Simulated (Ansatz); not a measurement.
**PbF2, response to strain**

The parent structure is PbF2 in the fluorite structure (space group Fm-3m, No. 225; a = 5.899 Å). Axes: x, y, z lie along the cube axes.

Strains are applied to the cell and any free atomic positions relax; under biaxial strain the out-of-plane vector relaxes too.

Level of theory: Kohn–Sham DFT with the PBEsol functional, run in Ansatz (an electronic-structure program) with PAW and 420 eV plane waves, without spin-orbit coupling.

Candidates:
(a) biaxial strain −3.00 %, plane normal [001], relaxed out of plane
(b) biaxial strain −0.50 %, plane normal [001], relaxed out of plane
(c) biaxial strain −2.50 %, plane normal [001], relaxed out of plane
(d) biaxial strain +3.00 %, plane normal [001], relaxed out of plane

### Question
Order them by out-of-plane strain, highest first.

### Answer
(a) biaxial strain −3.00 %, plane normal [001], relaxed out of plane (+3.23 %), (c) biaxial strain −2.50 %, plane normal [001], relaxed out of plane (+2.68 %), (b) biaxial strain −0.50 %, plane normal [001], relaxed out of plane (+0.51 %), (d) biaxial strain +3.00 %, plane normal [001], relaxed out of plane (-2.94 %)

Whether these cells are dynamically stable was not tested.
